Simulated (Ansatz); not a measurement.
## AlFe in the CsCl type structure (space group Pm-3m, No. 221; ferromagnetic)

```cif
data_AlFe
_chemical_formula_sum 'Al1 Fe1'
_space_group_name_H-M_alt 'Pm-3m'
_space_group_IT_number 221
_space_group_name_Hall '-P 4 2 3'
_cell_length_a 2.87471
_cell_length_b 2.87471
_cell_length_c 2.87471
_cell_angle_alpha 90.000
_cell_angle_beta 90.000
_cell_angle_gamma 90.000
loop_
_atom_site_label
_atom_site_type_symbol
_atom_site_symmetry_multiplicity
_atom_site_Wyckoff_symbol
_atom_site_fract_x
_atom_site_fract_y
_atom_site_fract_z
_atom_site_occupancy
Al1 Al 1 a 0.00000 0.00000 0.00000 1
Fe1 Fe 1 b 0.50000 0.50000 0.50000 1
```

The values are results of Ansatz (a first-principles code) PBE, spin-orbit coupling left out, not measurements. Settings: 16×16×16 k-points, 0.05 eV Fermi–Dirac smearing.

The volume per atom is 11.88 Å³. The density is 5.79 g/cm³ and the band gap is zero. The magnetic state is ferromagnetic and the total energy is -2509.311 eV/atom (σ→0; compares only within this code and set-up).

Other magnetic orders, which the real material may have, were not ruled out. Whether these cells are dynamically stable was not tested.
